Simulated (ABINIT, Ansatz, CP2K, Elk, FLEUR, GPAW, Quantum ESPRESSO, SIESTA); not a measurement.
Code comparison for Ti (P6_3/mmc, 2 atoms in the cell)

Self-consistent single point, at a second geometry (lattice scaled by 0.98). First geometry:

```xyz
2
Lattice="1.4750 -2.5548 0.0000 1.4750 2.5548 0.0000 0.0000 0.0000 4.6800" Properties=species:S:1:pos:R:3 pbc="T T T"
Ti     1.4750     0.8516     1.1700
Ti     1.4750    -0.8516     3.5100
```

Shared settings, as Ansatz (a quantum-chemistry and plane-wave program) writes them: kpoints.mp_grid.grid = 13 13 7; scf.occupations.method = fermi_dirac; scf.occupations.width = 0.1 eV. Potentials and cutoffs stand in the table.

```json
[
 {"code": "Ansatz", "model": "PBE, default PAW files", "ΔF from the first geometry (meV/atom)": "13.4", "pressure (GPa)": "5.80", "cutoff": "default"},
 {"code": "SIESTA", "model": "GGA PBE, numerical atomic orbitals DZP, PseudoDojo PBE standard norm-conserving potentials (rewritten from UPF to PSML)", "ΔF from the first geometry (meV/atom)": "-2.2", "pressure (GPa)": "3.26", "cutoff": "grid 300 Ry"},
 {"code": "GPAW", "model": "PBE, GPAW PAW datasets PBE (gpaw-data 1.0.1)", "ΔF from the first geometry (meV/atom)": "15.9", "pressure (GPa)": "6.00", "cutoff": "850 eV"},
 {"code": "Quantum ESPRESSO", "model": "PBE, PseudoDojo standard norm-conserving (PBE) pseudopotentials", "ΔF from the first geometry (meV/atom)": "13.8", "pressure (GPa)": "5.88", "cutoff": "85 Ry"},
 {"code": "FLEUR", "model": "PBE, all-electron FLAPW (FLEUR), scalar-relativistic valence", "ΔF from the first geometry (meV/atom)": "17.4", "pressure (GPa)": "–", "cutoff": "Kmax 3.9 1/bohr"},
 {"code": "CP2K", "model": "PBE, GPW, DZVP-MOLOPT-SR-GTH basis, GTH-PBE potentials (GTH_POTENTIALS)", "ΔF from the first geometry (meV/atom)": "18.0", "pressure (GPa)": "6.61", "cutoff": "grid 600 Ry"},
 {"code": "ABINIT", "model": "PBE, norm-conserving pseudopotentials (PseudoDojo nc-sr-05 PBE standard)", "ΔF from the first geometry (meV/atom)": "13.8", "pressure (GPa)": "5.88", "cutoff": "42 Ha"},
 {"code": "Elk", "model": "PBE, all-electron FP-LAPW, Elk's shipped species files, default APW+lo basis", "ΔF from the first geometry (meV/atom)": "19.0", "pressure (GPa)": "–", "cutoff": "default"}
]
```

A dash marks a value that a program does not give, or that is left out as unsure.

On Ansatz's run: spin polarisation is off.

The spread over the programs that give each value: ΔF from the first geometry within 21.2 meV/atom; pressure within 3.35 GPa.

SIESTA and CP2K use small atom-centred bases, whose incompleteness enters pressures, forces and empty levels differently from a plane-wave cutoff. FLEUR and Elk treat all electrons, but the usual bases taken here (sphere radii, linearisation, local orbitals, empty states) were not tested for convergence, so the values are no reference for the others. Ansatz's pressure is given at a fixed set of plane waves, as the other plane-wave codes print theirs. In the pressure, SIESTA (by 2.62) lies more than 1 GPa from the median of the plane-wave programs.

The starting cell has typed, rounded lattice constants, without a prior relaxation at this level. For this run, on top of that: lattice scaled by 0.98.

Keys are those of Ansatz 0.2.
